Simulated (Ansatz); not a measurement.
MoSi₂ (P6₂22, No. 180, 9 atoms in the cell; start mp-8938; a measured phase of this formula has another space group) was calculated with r²SCAN+rVV10 (plane waves, PAW; Ansatz, a program for electronic structure).

Numerical settings: plane-wave cutoff 560 eV, 18×18×8 k mesh (along the axes of the cell as run), Fermi–Dirac smearing 0.05 eV, no spin polarisation, scalar-relativistic PAW data made under PBE.

Cell (relaxed at this level):

```cif
data_Mo3Si6
_chemical_formula_sum 'Si6 Mo3'
_space_group_name_H-M_alt 'P6222'
_space_group_IT_number 180
_space_group_name_Hall 'P 62 2 (0 0 4)'
_cell_length_a 4.57733
_cell_length_b 4.57733
_cell_length_c 6.56960
_cell_angle_alpha 90.000
_cell_angle_beta 90.000
_cell_angle_gamma 120.000
loop_
_atom_site_label
_atom_site_type_symbol
_atom_site_symmetry_multiplicity
_atom_site_Wyckoff_symbol
_atom_site_fract_x
_atom_site_fract_y
_atom_site_fract_z
_atom_site_occupancy
Si1 Si 6 j 0.32777 0.16389 0.16667 1
Mo1 Mo 3 d 0.50000 0.00000 0.50000 1
```

**Question.** Give the computed band gap and direct gap at Γ.

**Answer.** 
- band gap = 0.15 eV (on the SCF k mesh)
- direct gap at Γ = 3.11 eV

Note: the relaxation could not lower the start's symmetry, so the cell can be a saddle point above a distorted one.

Spin–orbit coupling is not included.

Computed values are for the static lattice.

A start named mp-… is a Materials Project structure, which need not be a measured phase.
